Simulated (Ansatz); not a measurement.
Worked example: dielectric-response calculation of GaN (Fm-3m, 2 atoms in the cell) in Ansatz (a program for electronic structure).

Method: LDA (PW92), default PAW files made with PBE (plane waves; Ansatz).

```xyz
2
Lattice="0.0000 2.1416 2.1416 2.1416 0.0000 2.1416 2.1416 2.1416 0.0000" Properties=species:S:1:pos:R:3 pbc="T T T"
Ga     0.0000     0.0000     0.0000
N      2.1416     2.1416     2.1416
```

Reference input (self-consistent single point, DFT, LDA (PW92), plane waves, default PAW files made with PBE): basis.ecutwfc = 420 eV; kpoints.mp_grid.grid = 10 10 10; hamiltonian.xc = lda; hamiltonian.pseudopotentials = {kind: paw} (the program's default PAW files); scf.occupations.method = fermi_dirac; scf.occupations.width = 0.01 eV. This run's input differs from it in these lines:

Ansatz 0.2 input:
```diff
@@ -12,3 +12,3 @@
   mp_grid:
-    grid: [10, 10, 10]
+    grid: [13, 13, 13]
 hamiltonian:
@@ -19,8 +19,5 @@
   occupations:
-    method: fermi_dirac
-    width: 0.01
-output:
-  forces: true
-  eigenvalues: true
-  stress: true
+    method: fixed
+dielectric:
+  field_mesh: kpoints
```

Output (repeated stretches shortened):

```
SCF iter   1: F=—  HF=-4081.152979 eV  |F-HF|=—  |Δ(HF+E_count)|=         —  Δρ=1.31e-2  dr2=3.27e-2  ethr=1.77e-3  ⟨swp⟩=4.1  Hψ=11810  notcnv=0  defer=245
all-band conjugate gradients solve this SCF's bands
preconditioner: auto → none
SCF iter   2: F=—  HF=-4081.144702 eV  |F-HF|=—  |Δ(HF+E_count)|=   8.28e-3  Δρ=6.44e-3  dr2=5.59e-3  ethr=1.82e-4  ⟨swp⟩=2.3  Hψ=5015  notcnv=0  defer=387
SCF iter   3: F=—  HF=-4081.142978 eV  |F-HF|=—  |Δ(HF+E_count)|=   1.72e-3  Δρ=1.61e-3  dr2=2.31e-4  ethr=3.11e-5  ⟨swp⟩=2.0  Hψ=3552  notcnv=0  defer=390
SCF iter   4: F=—  HF=-4081.142895 eV  |F-HF|=—  |Δ(HF+E_count)|=   8.33e-5  Δρ=5.83e-4  dr2=2.17e-5  ethr=1.28e-6  ⟨swp⟩=2.1  Hψ=4141  notcnv=0  defer=310
SCF iter   5: F=—  HF=-4081.142883 eV  |F-HF|=—  |Δ(HF+E_count)|=   1.16e-5  Δρ=2.86e-5  dr2=5.66e-8  ethr=1.21e-7  ⟨swp⟩=2.1  Hψ=4117  notcnv=0  defer=2
SCF iter   6: F=—  HF=-4081.142884 eV  |F-HF|=—  |Δ(HF+E_count)|=   1.28e-6  Δρ=4.74e-6  dr2=2.77e-9  ethr=3.15e-10  ⟨swp⟩=2.5  Hψ=4350  notcnv=0
SCF iter   7: F=-4081.142884 eV  HF=-4081.142884 eV  |F-HF|=1.23e-11  |Δ(HF+E_count)|=  6.76e-10  Δρ=7.02e-7  dr2=2.94e-11  ethr=1.00e-12  ⟨swp⟩=1.7  Hψ=9115  notcnv=0
SCF 1 converged in 7 iterations: F = -4081.142884 eV  dr2 = 2.94e-11
DFPT response loops at Γ: preconditioner auto → none (the input reference at scf.mixing.eps_inf says where Resta's filter doesn't serve); β = 0.50 …
Free energy (F): -4081.142884 eV
Internal energy: -4081.142884 eV  (E = F + TS)
E sigma→0 (E₀):  -4081.142884 eV
Fermi energy:    12.115238 eV
--- Dielectric response (ions clamped): 1 representative field direction + reference, on 196 of 2197 k-points (Σ response iterations 6) ---
  k mesh reduced under 8 symmetry operations, with k and −k counted as one. Each operation leaves every solved perturbation unchanged …
  ε∞ (high-frequency dielectric tensor):
        8.842800    -0.000000    -0.000000
   [... lines left out ...]
         0.00000    3.66807    0.00000
        -0.00000    0.00000    3.66807
    site 1:
        -3.66807    0.00000   -0.00000
        -0.00000   -3.66807   -0.00000
         0.00000   -0.00000   -3.66807
  Z* charge neutrality: 2.345e-5 e pre-enforcement
  k-mesh period / interband length: 39.4 Å / 2.67 Å = 14.72 at k = (0.0000, 0.0000, 0.0000), direct gap 2.311 eV — 14 or more, which is no proof of convergence
```

The run converged in 7 iterations. 

Summary of the result:
| Property | Value |
|---|---|
| Free energy E − TS (on the zero of these files) | -4081.1429 eV |
| Top of the valence band (on the code's own zero) | 12.12 eV |
| Gap on the k-point mesh | 0.27 eV |
| ε∞ at this k-point mesh, which may be far from converged in small-gap cells (xx, yy, zz) | 8.84, 8.84, 8.84 |
| Born charges at this mesh (mean of the diagonal, e) | Ga 3.67, N -3.67 |

The starting cell comes from a database of computed structures (which also holds hypothetical and non-ambient phases and stackings), without a prior relaxation at this level. Its lattice was rescaled by up to half a per cent.
